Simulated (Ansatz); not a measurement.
Hypothetical CsCl type MnS: element substitutions

Take MnS in the CsCl type structure (space group Pm-3m, No. 221; ferromagnetic; a hypothetical phase, not in the database extracts checked) as the base.

```
MnS
1.0
    2.92829     0.00000     0.00000
    0.00000     2.92829     0.00000
    0.00000     0.00000     2.92829
Mn S
1 1
Direct
  0.00000   0.00000   0.00000
  0.50000   0.50000   0.50000
```

Each row replaces one element on all its sites; cell and atoms are relaxed.

All numbers come from plane-wave PAW DFT at the PBEsol level (Ansatz, a quantum-chemistry and plane-wave program, 420 eV), no spin-orbit coupling.

```tsv
variant	largest site moment	lattice parameter a
base	2.84 μB	2.928 Å
Mn → V	___	___
S → Se	3.02 μB	3.090 Å
Mn → Hf	–	3.154 Å
Mn → Co	0.70 μB	2.830 Å
```

Q: Complete the table.

A: 
- Mn → V, largest site moment: 0.62 μB
- Mn → V, lattice parameter a: 2.900 Å

The magnetic state is the one reached from the starting moments; the real material's order can differ, and small cells can't hold many antiferromagnetic ones. Stability against distortions was not tested. As relaxed here, VS, MnSe, HfS and CoS are hypothetical phases, not in the database extracts checked. Spin-polarised in the final run: VS, base, MnSe and CoS; the other runs are not.
